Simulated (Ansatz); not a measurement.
Output of an Ansatz run (abridged):

```
WARN ansatz: RAYON_NUM_THREADS=1 ignored (pool sized by the plan → 1); use --threads N
Pseudopotentials: kind: paw
Pseudopotential: Hf, paw, valence charge 26
Pseudopotential: Au, paw, valence charge 19
Crystal: 4 atoms, lattice volume = 75.569 Å³
Basis set: ecut = 420 eV, 1457 PW (Γ)
Bands: 54, of which v1, the nominal top of the filled ones, is band 45 counted from 1 (44 counted from 0)
Symmetry: 16 space group operations
Space group: P4/nmm (ITA 129), of the structure as read, at distance tolerance 4.2e-5 Å
k-points: 63 of 500
PAW frozen core: Hf, regenerated for the run's functional, and the local potential with it
PAW frozen core: Au, regenerated for the run's functional, and the local potential with it
Initial density: superposition of atomic densities (neutral atoms: chi_scale 0, normalization atom), corrected by the library's trained network
Initial wavefunctions: pseudopotential atomic-orbital guess
Eigensolver: davidson
Functional: x = slater, c = lda
SCF iter   1: F=—  HF=-56685.985545 eV  |F-HF|=—  |Δ(HF+E_count)|=         —  Δρ=7.89e-3  dr2=5.18e-2  ethr=1.77e-3  ⟨swp⟩=5.2  Hψ=10242  notcnv=0  defer=6
all-band conjugate gradients solve this SCF's bands
preconditioner: auto → Kerker (q_TF=auto, 2.809 Å⁻¹)
SCF iter   2: F=—  HF=-56685.978536 eV  |F-HF|=—  |Δ(HF+E_count)|=   7.01e-3  Δρ=3.62e-3  dr2=7.55e-3  ethr=5.76e-5  ⟨swp⟩=2.3  Hψ=4909  notcnv=0  defer=7
SCF iter   3: F=—  HF=-56685.977590 eV  |F-HF|=—  |Δ(HF+E_count)|=   9.46e-4  Δρ=1.30e-3  dr2=1.16e-3  ethr=8.39e-6  ⟨swp⟩=2.1  Hψ=4549  notcnv=0  defer=7
SCF iter   4: F=—  HF=-56685.977449 eV  |F-HF|=—  |Δ(HF+E_count)|=   1.41e-4  Δρ=5.31e-4  dr2=1.95e-4  ethr=1.29e-6  ⟨swp⟩=2.0  Hψ=6073  notcnv=0  defer=7
SCF iter   5: F=—  HF=-56685.977392 eV  |F-HF|=—  |Δ(HF+E_count)|=   5.77e-5  Δρ=1.77e-4  dr2=2.71e-5  ethr=2.17e-7  ⟨swp⟩=2.0  Hψ=5794  notcnv=0  defer=7
SCF iter   6: F=—  HF=-56685.977394 eV  |F-HF|=—  |Δ(HF+E_count)|=   2.42e-6  Δρ=3.93e-5  dr2=2.44e-6  ethr=3.01e-8  ⟨swp⟩=2.0  Hψ=4273  notcnv=0  defer=9
SCF iter   7: F=—  HF=-56685.977394 eV  |F-HF|=—  |Δ(HF+E_count)|=   3.25e-7  Δρ=1.01e-5  dr2=1.11e-7  ethr=2.71e-9  ⟨swp⟩=2.6  Hψ=5265  notcnv=0  defer=9
SCF iter   8: F=-56685.977394 eV  HF=-56685.977394 eV  |F-HF|=2.87e-9  |Δ(HF+E_count)|=   2.05e-8  Δρ=1.77e-6  dr2=4.18e-9  ethr=1.11e-10  ⟨swp⟩=6.0  Hψ=11838  notcnv=0
SCF 1 converged in 8 iterations: F = -56685.977394 eV  dr2 = 4.18e-9
SCF converged after 8 iterations
Free energy (F): -56685.977394 eV
Harris-Foulkes:  -56685.977394 eV  (|F-HF|=2.87e-9)
Internal energy: -56685.912704 eV  (E = F + TS)
E sigma→0 (E₀):  -56685.945049 eV
Entropy (-TS):   -0.064690 eV (-16.172 meV/atom)
Fermi energy:    20.997900 eV
--- Per-component energies (eV) ---
  E_band       = -307.050729
  E_kinetic    = 2058.510452
  E_local      = -13305.136854  (includes V_loc(G=0)·N_el)
  E_nonlocal   = -2309.494678
  E_hartree    = 6118.097275
  E_xc         = -1051.137203
  E_vxc        = -1086.575249  (∫ρ·V_xc dr)
  E_paw        = -32214.804060  (= ΣΔE_a)
  E_vpaw       = 2099.446454  (= ΣTr[D̂ρ^β])
  E_aug_tail   = 0.002584  (compensation charges beyond the density's cutoff)
  E_ewald      = -15987.910140
  E_core_change = 5.959921  (= ΣΔE_core)
  E_smearing   = -0.064690  (= −TS)
  E_closure    = 0.000000  (closes the sum)
  Σ components = -56685.977394   (vs F -56685.977394, Δ=0.00e0)
--- Forces (eV/Å), atoms counted from 1 ---
  atom   1  Hf     0.00000000     0.00000000    -0.04505098
  atom   2  Hf    -0.00000000     0.00000000     0.04505098
  atom   3  Au    -0.00000000     0.00000000     0.04347517
  atom   4  Au     0.00000000     0.00000000    -0.04347517
  max |Σ_I F_I| component: 1.39e-17 eV/Å
--- Stress (GPa, compression-positive) ---
       -4.533965       0.000000       0.000000
        0.000000      -4.533965       0.000000
        0.000000      -0.000000      -4.948491
  P = ⅓ Tr σ = -4.6721 GPa (-46.721 kbar)
  The stress holds the Pulay correction. Without it, at fixed plane waves, as pw.x and ABINIT print it: P = -4.7086 GPa
--- Band table (eV; the first three rows and the last of 63) ---
  k-point 0: bands = ["-85.4895", "-85.4836", "-40.9289", "-40.8716", "-36.8123", "-36.7919", "-36.7919", "-36.7674", "-36.7376", "-36.7376", "-9.7981", "-9.6012", "-9.6012", "-9.4779", "-9.3412", "-9.3412", "9.0576", "9.0606", "9.0639", "9.0664", [...]
  k-point 1: bands = ["-85.4895", "-85.4836", "-40.9291", "-40.8715", "-36.8124", "-36.7919", "-36.7919", "-36.7672", "-36.7376", "-36.7376", "-9.7969", "-9.6015", "-9.6015", "-9.4807", "-9.3410", "-9.3410", "9.0581", "9.0597", "9.0645", "9.0656", [...]
  k-point 2: bands = ["-85.4895", "-85.4836", "-40.9294", "-40.8712", "-36.8125", "-36.7919", "-36.7919", "-36.7670", "-36.7376", "-36.7376", "-9.7950", "-9.6019", "-9.6019", "-9.4853", "-9.3406", "-9.3406", "9.0582", "9.0588", "9.0643", "9.0643", [...]
  k-point 62: bands = ["-85.4862", "-85.4862", "-40.8877", "-40.8877", "-36.8099", "-36.8099", "-36.7890", "-36.7890", "-36.7402", "-36.7402", "-9.8221", "-9.8221", "-9.6053", "-9.6053", "-9.4454", "-9.4454", "9.0651", "9.0651", "9.0656", "9.0656", [...]
```

The structure:

```
CELL_PARAMETERS angstrom
      3.46644     0.00000     0.00000
      0.00000     3.46644     0.00000
      0.00000     0.00000     6.28892
ATOMIC_POSITIONS crystal
  Hf 0.00000 0.50000 0.85158
  Hf 0.50000 0.00000 0.14842
  Au 0.00000 0.50000 0.37143
  Au 0.50000 0.00000 0.62857
```

Task: What input produced this log?

Result: Other spellings and defaults could give the same log, and not every line can be read from it. The input that was run (DFT, LDA (PW92), plane waves, default PAW files made with PBE):

Ansatz 0.2 input:
```yaml
# HfAu
crystal:
  lattice:
    - [3.466441, 0.000000, 0.000000]
    - [0.000000, 3.466441, 0.000000]
    - [0.000000, 0.000000, 6.288917]
  atoms:
    - { symbol: Hf, position: [0.000000, 0.500000, 0.851580] }
    - { symbol: Hf, position: [0.500000, 0.000000, 0.148420] }
    - { symbol: Au, position: [0.000000, 0.500000, 0.371430] }
    - { symbol: Au, position: [0.500000, 0.000000, 0.628570] }
basis:
  ecutwfc: 420.0 eV
kpoints:
  mp_grid:
    grid: [10, 10, 5]
hamiltonian:
  xc: lda
  pseudopotentials:
    kind: paw
scf:
  occupations:
    method: fermi_dirac
    width: 0.1 eV
output:
  forces: true
  eigenvalues: true
  stress: true
```

The starting cell comes from a database of computed structures (which also holds hypothetical and non-ambient phases and stackings), without a prior relaxation at this level. Its lattice was rescaled by up to half a per cent. Spin-orbit coupling is off. With a pressure of about -5 GPa the cell is away from its equilibrium volume at this level. Ansatz's pressure includes its estimate of the finite-basis (Pulay) stress.

Ansatz is an electronic-structure program.
